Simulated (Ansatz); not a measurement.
Amorphous Si34N36, 70 atoms at 2.89 g/cm³, one PBE-relaxed geometry, zone centre. Methods: PBE, scalar-relativistic without spin-orbit coupling (Ansatz, a program for electronic structure); r2SCAN, scalar-relativistic without spin-orbit coupling (Ansatz); HSE06, scalar-relativistic without spin-orbit coupling (Ansatz). Plane waves to 420 eV (r2SCAN 500 eV); exact exchange is cut at the cell's faces. The usual formal charges leave 28 electrons over, so the level spacing at the Fermi energy parts defect or band states and needn't be the band gap. The higher rungs were started with moments on some atoms, which died out.

The cell was made by melting and quenching with the CHGNet potential and then relaxed with DFT. N atoms were pushed apart under 1.9 Å during the dynamics, to hinder bonds among them. The hot cell started wider than the set density and was brought back towards it in steps. It is the lowest in DFT energy of 2 quenches. It is a model cell: composition and starting density were chosen by hand, and all elements were melted together. No dispersion term was used. Its density started from a set value of 2.98 and ended at 2.89 g/cm³. The simulated quench (nominally 1500 K/ps over its main leg) is rapid and tends to freeze in more defects than a deposited or slowly cooled glass has. One small periodic cell is one sample of the glass; other quenches scatter about these values. Volume and shape were free in the relaxation. On a 2×2×2 Γ-centred mesh force components of up to 0.27 eV/Å stay, since the relaxation ran on the zone centre alone.

The relaxation ran on the zone centre alone. At PBE the level spacing at the Fermi energy is 0.81 eV on a 2×2×2 Γ-centred mesh, and the spacing at the zone centre alone 1.24 eV.

Question: What zone-centre spacing does r2SCAN give, roughly?

Answer: 1.47 eV (+0.23 eV against PBE).

Question: What zone-centre spacing does HSE06 give, roughly?

Answer: 2.06 eV (+0.82 eV against PBE).

The highest filled and the lowest empty state spread over these numbers of atoms (participation numbers): PBE: 15.7 and 26.3; r2SCAN: 14.9 and 16.5; HSE06: 14.5 and 20.2.
